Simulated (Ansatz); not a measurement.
Levels about the gap of amorphous Al45O72H9 (126 atoms in a cell of 1287 Å³, 3.06 g/cm³; zone centre alone, so wide bands show as single levels with stretches between that a denser mesh fills), at the geometry that PBE relaxed, where it gives 0.0 GPa on a denser mesh. The participation number counts the atoms over which a state spreads; weights are charges in smoothed Voronoi cells. The levels come from a single point, so bond lengths are those of that geometry. Method of the levels: PBE, scalar-relativistic without spin-orbit coupling (Ansatz, a first-principles code). Sampling: the zone centre alone; Fermi-Dirac width 0.02 eV; no spin polarisation. At PBE the levels at the filled edge of the gap are localised (band-tail or defect states), and the nearest spread-out levels lie 4.2 eV apart at the zone centre.

It comes from a melt-quench run on a machine-learned potential (CHGNet), relaxed afterwards by DFT. O atoms were pushed apart under 1.9 Å during the dynamics, to hinder bonds among them. The hot cell started wider than the set density and was brought back towards it in steps. It is the lowest in DFT energy of 2 quenches. It is a model cell: composition and starting density were chosen by hand, and all elements were melted together. No dispersion term was used. A short ab initio anneal came between quench and relaxation. Its density started from a set value of 3.16 and ended at 3.06 g/cm³. The simulated quench (nominally 370 K/ps over its main leg) is rapid and tends to freeze in more defects than a deposited or slowly cooled glass has. Values belong to this one cell and scatter from quench to quench. Volume and shape were free in the relaxation.

```json
[
 {"E - E(highest filled), eV": "-0.50", "filling": "filled", "participation number": "16.3", "largest on": "O, 2 neighbours", "weight O": "0.94", "weight Al": "0.05", "weight H": "0.01"},
 {"E - E(highest filled), eV": "-0.42", "filling": "filled", "participation number": "20.4", "largest on": "O, 3 neighbours", "weight O": "0.94", "weight Al": "0.04", "weight H": "0.02"},
 {"E - E(highest filled), eV": "-0.39", "filling": "filled", "participation number": "12.5", "largest on": "O, 3 neighbours", "weight O": "0.94", "weight Al": "0.05", "weight H": "0.01"},
 {"E - E(highest filled), eV": "-0.28", "filling": "filled", "participation number": "14.0", "largest on": "O, 3 neighbours", "weight O": "0.94", "weight Al": "0.05", "weight H": "0.01"},
 {"E - E(highest filled), eV": "-0.21", "filling": "filled", "participation number": "6.3", "largest on": "O, 3 neighbours", "weight O": "0.95", "weight Al": "0.04", "weight H": "0.01"},
 {"E - E(highest filled), eV": "-0.10", "filling": "filled", "participation number": "4.0", "largest on": "O, 3 neighbours", "weight O": "0.95", "weight Al": "0.05", "weight H": "0.01"},
 {"E - E(highest filled), eV": "0.00", "filling": "filled", "participation number": "5.1", "largest on": "O, 3 neighbours", "weight O": "0.95", "weight Al": "0.05", "weight H": "0.00"},
 {"E - E(highest filled), eV": "3.51", "filling": "empty", "participation number": "109.7", "largest on": "O, 3 neighbours", "weight O": "0.55", "weight Al": "0.39", "weight H": "0.06"},
 {"E - E(highest filled), eV": "5.21", "filling": "empty", "participation number": "48.7", "largest on": "O, 3 neighbours", "weight O": "0.59", "weight Al": "0.37", "weight H": "0.04"},
 {"E - E(highest filled), eV": "5.32", "filling": "empty", "participation number": "40.5", "largest on": "Al, 5 neighbours", "weight O": "0.54", "weight Al": "0.39", "weight H": "0.07"},
 {"E - E(highest filled), eV": "5.42", "filling": "empty", "participation number": "60.7", "largest on": "Al, 4 neighbours", "weight O": "0.60", "weight Al": "0.37", "weight H": "0.03"},
 {"E - E(highest filled), eV": "5.61", "filling": "empty", "participation number": "64.5", "largest on": "Al, 4 neighbours", "weight O": "0.58", "weight Al": "0.37", "weight H": "0.05"},
 {"E - E(highest filled), eV": "5.75", "filling": "empty", "participation number": "68.2", "largest on": "Al, 5 neighbours", "weight O": "0.60", "weight Al": "0.36", "weight H": "0.04"},
 {"E - E(highest filled), eV": "5.80", "filling": "empty", "participation number": "71.7", "largest on": "Al, 4 neighbours", "weight O": "0.56", "weight Al": "0.38", "weight H": "0.06"}
]
```

Most localised among these is the filled level at -0.10 eV, on a O atom, which has 3 neighbours (Al 1.76 Å, Al 1.79 Å, Al 2.18 Å).
